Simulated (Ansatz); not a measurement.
# LiH under a change: isotropic strain +1.76 %

Take LiH in the rock salt structure (space group Fm-3m, No. 225; a = 4.004 Å) as the base.

Modification: the cell is scaled by 1.0176 in all directions, atoms relaxed at fixed cell.

All numbers come from Kohn–Sham DFT with the r2SCAN functional, run in Ansatz (a quantum-chemistry and plane-wave program) with PAW and 500 eV plane waves, scalar-relativistic without spin-orbit coupling, earlier PAW set. Γ-centred 14×14×14 mesh, Fermi–Dirac width 0.05 eV.

| quantity | base | changed | shift |
|---|---|---|---|
| volume per atom | 8.02 Å³ | 8.45 Å³ | +0.43 Å³ |
| shortest interatomic distance | 2.002 Å | 2.037 Å | +0.035 Å |
| energy relative to the base (free energy F) | 0 meV/atom | +2.4 meV/atom | +2.4 meV/atom |
| pressure | 0.00 GPa | -1.74 GPa | -1.74 GPa |
| band gap | 3.63 eV | 3.66 eV | +0.03 eV |
| gap character | direct at X | direct at X | – |
| mean gap deformation potential ΔEg/Δln V | – | +0.6 eV | – |
| width of the top valence band | 5.54 eV | 5.34 eV | -0.20 eV |
| electron mass | 0.13 mₑ along k, 0.98 mₑ across (at X) | 0.13 mₑ along k, 0.98 mₑ across (at X) | – |

Final structure:

```xyz
2
Lattice="0.0000 2.0372 2.0372 2.0372 0.0000 2.0372 2.0372 2.0372 0.0000" Properties=species:S:1:pos:R:3 pbc="T T T"
H      0.0000     0.0000     0.0000
Li     2.0372     2.0372     2.0372
```

Masses are band curvatures over ±0.01 Å⁻¹ around the edge. Along k means along the line from Γ to the band edge. No phonon test of stability was made.
